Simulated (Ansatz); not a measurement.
By PBEsol, the system below comes out a metal.

Here is the system:

```yaml
crystal:
  lattice:
    - [3.05900, 0.00000, 0.00000]
    - [0.00000, 4.32608, 0.00000]
    - [1.52950, 2.16304, 1.52950]
  atoms:
    - { symbol: Ti, position: [0.00000, 0.00000, 0.00000] }
    - { symbol: N, position: [0.00000, 0.50000, 0.00000] }
```

The cell is strained (all lengths scaled by 1.02); by PBEsol it stands under a pressure of -21.5 GPa.

The current flows along the normal of the first two printed cell vectors, the (110) plane of the conventional cell. No spin-orbit coupling; the value is a mean over 0.1 eV about the Fermi level.

Question: Compute, with PBEsol (Ansatz, a quantum-chemistry and plane-wave program), the ballistic conductance per area.

Answer: 1.2 × 10¹⁵ S/m² for both spins.
